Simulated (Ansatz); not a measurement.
C, response to strain

Take C in the diamond structure (space group Fd-3m, No. 227) as the base.

```yaml
crystal:
  lattice:
    - [0.00000, 1.78014, 1.78014]
    - [1.78014, 0.00000, 1.78014]
    - [1.78014, 1.78014, 0.00000]
  atoms:
    - { symbol: C, position: [0.00000, 0.00000, 0.00000] }
    - { symbol: C, position: [0.25000, 0.25000, 0.25000] }
```

Strains are applied to the cell and any free atomic positions relax.

The values are results of Kohn–Sham DFT with the r2SCAN functional, run in Ansatz (a program for electronic structure) with PAW and 500 eV plane waves, spin-orbit coupling left out, not measurements.

Notes on the quantities. energy relative to the base: free energy F.

```json
[
 {"isotropic strain (%)": "0", "energy relative to the base (meV/atom)": "0.0"},
 {"isotropic strain (%)": "0.5", "energy relative to the base (meV/atom)": "1.8"},
 {"isotropic strain (%)": "1", "energy relative to the base (meV/atom)": "6.9"},
 {"isotropic strain (%)": "1.5", "energy relative to the base (meV/atom)": "?"},
 {"isotropic strain (%)": "2", "energy relative to the base (meV/atom)": "27.1"},
 {"isotropic strain (%)": "2.5", "energy relative to the base (meV/atom)": "41.8"},
 {"isotropic strain (%)": "3", "energy relative to the base (meV/atom)": "59.4"}
]
```

Task: Fit ΔE = Aε² + Bε³ (ε in %) to the rows shown and predict the withheld row.

Result: Least squares on the printed values gives A = 7.12 and B = -0.17 meV/atom (largest residual 0.0 meV/atom); this predicts 15.4 meV/atom, and the run gives 15.4 meV/atom, in agreement.

Stability against distortions was not tested.
